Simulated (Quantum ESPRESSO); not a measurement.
**Quick settings and what they miss: MnSn₂ (I4/mcm, 6 atoms in the cell)**

Self-consistent single point.

```xyz
6
Lattice="-3.2903 3.2903 2.6942 3.2903 -3.2903 2.6942 3.2903 3.2903 -2.6942" Properties=species:S:1:pos:R:3 pbc="T T T"
Mn     0.0000     0.0000     4.0413
Mn     0.0000     0.0000     1.3471
Sn     1.0775     4.3679     0.0000
Sn     2.2128    -1.0775     2.6942
Sn     2.2128     1.0775     0.0000
Sn     1.0775     2.2128     2.6942
```
Moments meant for the start (each program seeds them in its own way; μB, in the order of the atoms Mn Mn Sn Sn Sn Sn): 4.0 4.0 0.0 0.0 0.0 0.0.

Computed with LDA (PZ), GBRV 1.5 ultrasoft (LDA) pseudopotentials (plane waves; Quantum ESPRESSO).

Base settings: ecutwfc = 50 Ry; ecutrho = 400 Ry; occupations = smearing; smearing = marzari-vanderbilt; degauss = 0.0036749 Ry; nspin = 2; potentials = {Mn: mn_lda_v1.5.uspp.F.UPF, Sn: sn_lda_v1.4.uspp.F.UPF}; K_POINTS = automatic 4 4 4 0 0 0; conv_thr = 1e-10 Ry; mixing_beta = 0.4.

Tight run (finer mesh or higher cutoff; not a proven limit): ecutwfc: 50 Ry → 70 Ry; ecutrho: 400 Ry → 560 Ry; conv_thr: 1e-10 Ry → 7.3e-11 Ry; K_POINTS: automatic 4 4 4 0 0 0 → automatic 6 6 6 0 0 0. It gave Fermi level (on the code's own zero) 13.83 eV; pressure -7.61 GPa; largest force (vector length) 0.136 eV/Å; size of the cell's spin moment 3.72 μB; site moments (μB, in the program's spheres or projections) Mn 2.07, Mn 2.07, Sn -0.07, Sn -0.07, Sn -0.07, Sn -0.07.

Quick runs, as changes from the base:
- A: the base itself
- B: ecutwfc: 50 Ry → 25 Ry; ecutrho: 400 Ry → 200 Ry; smearing: marzari-vanderbilt → gaussian; degauss: 0.0036749 Ry → 0.036749 Ry; K_POINTS: automatic 4 4 4 0 0 0 → automatic 2 2 2 0 0 0
- C: ecutwfc: 50 Ry → 25 Ry; ecutrho: 400 Ry → 200 Ry; conv_thr: 1e-10 Ry → 7.3e-06 Ry; K_POINTS: automatic 4 4 4 0 0 0 → automatic 4 4 4 1 1 1

Energies are extrapolated to zero smearing width, which holds to low order in the width alone (under cold and Methfessel-Paxton smearing the free energy itself is taken).

Dashes: pressure of C, not trusted under this conv_thr with d or f elements.

The count of work is k-points × plane waves × bands × iterations; it is no time. 

The starting cell comes from a database of computed structures (which also holds hypothetical and non-ambient phases and stackings), without a prior relaxation at this level. Its lattice was rescaled by a random factor within 2.5 % of one. The magnetic order is the one reached from the typed start; others were not searched systematically. In the base run, with a pressure of about -8 GPa the cell is away from its equilibrium volume at this level.

| run | energy less tight (meV/atom) | pressure less tight (GPa) | largest miss in a force vector (eV/Å) | size of the net moment less tight (μB/atom) | count of work / tight |
|---|---|---|---|---|---|
| A | 39.9 | -0.54 | 0.083 | 0.12 | 0.26 |
| B | 1778.3 | -68.54 | 0.385 | 0.05 | 0.028 |
| C | 1823.7 | – | 0.045 | 0.00 | 0.056 |

Among the runs at the tight run's level, the energy misses run from 39.9 to 1823.7 meV/atom.

Left out of this page: 3 runs of the series outside the window shown, repeating another row's setting, or not comparable.
